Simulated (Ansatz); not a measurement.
An Ansatz (a quantum-chemistry and plane-wave program) input (Kohn–Sham DFT with the r2SCAN functional, run in Ansatz with PAW and 500 eV plane waves, scalar-relativistic without spin-orbit coupling):

Ansatz 0.2 input:
```yaml
crystal:
  lattice:
    - [4.4452254236, 0, 0]
    - [0, 4.4452254236, 0]
    - [2.2226127118, -2.2226127118, 3.0282521248]
  atoms:
    - { symbol: Cd, position: [0, 0, 0] }
    - { symbol: Se, position: [0.75, 0.75, 0.5] }
basis: { ecutwfc: 500, ecutrho_ratio: 4, xc_grid: 4, fft_grid_basis: typed }
kpoints: { mp_grid: { grid: [9, 9, 9] } }
hamiltonian:
  xc: r2scan
  dispersion: none
  pseudopotentials: { kind: paw }
scf: { occupations: { method: fermi_dirac, width: 0.05 } }
relax: { f_tol: 0.005, max_steps: 50, cell: { stress_tol: 0.01, fix: [a, b, gamma] } }
output: { forces: true, stress: true }
checkpoint: { write: state.ck, write_every: 1000 }
```

Which symmetry and how many k-points will the program report, and about how many plane waves at Γ?

Space group I-4m2 (ITA 119) with 8 operations, k-points 75 of 729, and 1487 plane waves at Γ.

And the final pressure?

-0.65 GPa (compression positive).

The cells carry an imposed strain or load. Stability against distortions was not tested. The cell was made from CdSe in the zinc blende structure (space group F-43m, No. 216) by this change: biaxial strain +2.50 %, plane normal [001], relaxed out of plane.
